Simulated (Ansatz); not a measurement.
Start from Mg₂Sn (space group Fm-3m, No. 225; relaxed with 0.1 eV smearing).

```yaml
crystal:
  lattice:
    - [0.00000, 3.37355, 3.37355]
    - [3.37355, 0.00000, 3.37355]
    - [3.37355, 3.37355, 0.00000]
  atoms:
    - { symbol: Sn, position: [0.00000, 0.00000, 0.00000] }
    - { symbol: Mg, position: [0.25000, 0.25000, 0.25000] }
    - { symbol: Mg, position: [0.75000, 0.75000, 0.75000] }
```

Cartesian axes are those of the cell as printed.

Calculations: plane-wave PAW DFT at the PBEsol level (Ansatz, a quantum-chemistry and plane-wave program, 420 eV), no spin-orbit coupling.

Base values:

| Property | Result |
|---|---|
| Pressure | 0.0 GPa |

The change: compressive biaxial strain of 1.11 % in the plane normal to [001], as in epitaxy on a mismatched substrate; the out-of-plane cell vector and the atoms relax.

Problem. What happens to the out-of-plane strain and pressure?

Solution. The out-of-plane strain comes out as +0.80 %; the pressure (mean of the normal stresses, compression positive) goes from zero to 0.6 GPa.

Whether these cells are dynamically stable was not tested.
